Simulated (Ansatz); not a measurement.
Start from Ca in the fcc (Cu type) structure (space group Fm-3m, No. 225; a = 5.5686 Å; relaxed with 0.1 eV smearing). Axes: x, y, z lie along the cube axes.

Computed with r2SCAN in Ansatz (plane waves to 500 eV, PAW, no spin-orbit coupling), earlier PAW set.

Perturbation: compressive biaxial strain of 2.03 % in the plane normal to [111], as in epitaxy on a mismatched substrate; the out-of-plane cell vector and the atoms relax.

### Question
How does this affect the energy relative to the base?

### Answer
The energy rises by 5.3 meV/atom.

### Question
What does the calculation give for the out-of-plane strain after the change?

### Answer
The out-of-plane strain comes out as +0.54 %.

Whether these cells are dynamically stable was not tested.

Ansatz is an electronic-structure program.
